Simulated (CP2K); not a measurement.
Input and output of a self-consistent single point for ScAl (Cmcm, 4 atoms in the cell) (CP2K).

Computed with CP2K with PBEsol, GPW, DZVP-MOLOPT-SR-GTH basis, GTH-PBE potentials (GTH_POTENTIALS).

The change in words: lattice scaled by 0.98. Reference geometry:
```
ScAl
1.0
    5.69495     0.00000     0.00000
   -4.04173     4.01208     0.00000
    0.00000     0.00000     3.78223
Sc Al
2 2
Cartesian
  4.37738   0.54292   0.94556
 -2.72416   3.46917   2.83667
  1.64936   1.66702   0.94556
  0.00386   2.34506   2.83667
```

Reference input (self-consistent single point, DFT PBEsol, GPW, DZVP-MOLOPT-SR-GTH basis, GTH-PBE potentials (GTH_POTENTIALS)): CUTOFF = 600 Ry; REL_CUTOFF = 60 Ry; SMEAR/METHOD = FERMI_DIRAC; ELECTRONIC_TEMPERATURE = 1160.45 K; KPOINTS/SCHEME = MONKHORST-PACK 6 6 6; GAMMA_CENTERED = T; XC_FUNCTIONAL = PBE:PBESOL; Sc/BASIS_SET = DZVP-MOLOPT-SR-GTH-q11; Sc/POTENTIAL = GTH-PBE-q11; Al/BASIS_SET = DZVP-MOLOPT-SR-GTH-q3; Al/POTENTIAL = GTH-PBE-q3; METHOD = GPW. This run's input differs from it in these lines:

```diff
@@ -67,5 +67,5 @@
     &CELL
-      A 5.69494600 0.00000000 0.00000000
-      B -4.04173100 4.01208400 0.00000000
-      C 0.00000000 0.00000000 3.78222700
+      A 5.58104700 0.00000000 0.00000000
+      B -3.96089500 3.93184300 0.00000000
+      C 0.00000000 0.00000000 3.70658200
       PERIODIC XYZ
@@ -73,6 +73,6 @@
     &COORD
-      Sc       4.37737887     0.54291521     0.94555675
-      Sc      -2.72416387     3.46916879     2.83667025
-      Al       1.64935671     1.66702090     0.94555675
-      Al       0.00385829     2.34506310     2.83667025
+      Sc       4.28983141     0.53205699     0.92664550
+      Sc      -2.66967941     3.39978601     2.77993650
+      Al       1.61637010     1.63368077     0.92664550
+      Al       0.00378190     2.29816223     2.77993650
     &END COORD
```

Output (repeated stretches shortened):

```
 SCF WAVEFUNCTION OPTIMIZATION

  Step     Update method      Time    Convergence         Total energy    Change
     1 NoMix/Diag. 0.30E+00      -     1.60609103       -98.0945245168 -9.81E+01
     2 Broy./Diag. 0.30E+00      -     0.02117301       -98.3195364357 -2.25E-01
     3 Broy./Diag. 0.30E+00      -     0.02909142       -97.6975428181  6.22E-01
     4 Broy./Diag. 0.30E+00      -     0.00942158       -97.3358728232  3.62E-01
     5 Broy./Diag. 0.30E+00      -     0.00269398       -97.3999906222 -6.41E-02
     6 Broy./Diag. 0.30E+00      -     0.00084434       -97.3571332085  4.29E-02
     7 Broy./Diag. 0.30E+00      -     0.00022136       -97.3567920913  3.41E-04
     8 Broy./Diag. 0.30E+00      -     0.00004399       -97.3526008663  4.19E-03
     9 Broy./Diag. 0.30E+00      -     0.00002056       -97.3531992170 -5.98E-04
    10 Broy./Diag. 0.30E+00      -     0.00000235       -97.3531197274  7.95E-05
    11 Broy./Diag. 0.30E+00      -     0.00000092       -97.3531347214 -1.50E-05
  *** SCF run converged in    11 steps ***

  Overlap energy of the core charge distribution:               0.00000000000015
  Self energy of the core charge distribution:               -188.60051792882140
  Core Hamiltonian energy:                                     45.57294268008927
  Hartree energy:                                              59.39819982395944
  Exchange-correlation energy:                                -13.71944722159099
  Electronic entropic energy:                                  -0.00431208176945
  Fermi energy:                                                 0.25297705001251

  Total energy:                                               -97.35313472136443
  Total energy (extrapolated to T->0):                        -97.35097868047970

                     Mulliken Population Analysis

   [... lines left out ...]

 STRESS| Analytical stress tensor [bar]
 STRESS|                        x                   y                   z
 STRESS|      x        2.69811390548E+04  -3.88504522744E+03  -8.67721016358E-10
 STRESS|      y       -3.88504522744E+03   1.91535641020E+04  -5.38597344634E-09
 STRESS|      z       -8.67721016358E-10  -5.38597344634E-09   1.98850887885E+04
 STRESS| 1/3 Trace                                             2.20065973151E+04
```

The run converged in 11 iterations. Against the reference run the free energy drops by 1.0 meV/atom, the pressure goes from -2.24 to 2.20 GPa and the largest force goes from 0.118 to 0.245 eV/Å.

The starting cell comes from a database of computed structures (which also holds hypothetical and non-ambient phases and stackings), without a prior relaxation at this level. Its lattice was rescaled by a random factor within 2.5 % of one. For this run, on top of that: lattice scaled by 0.98. Values carry the incompleteness of an atom-centred basis. The potentials were made for another functional than the one used.

Cost on one core of a shared machine: roughly 80 s.
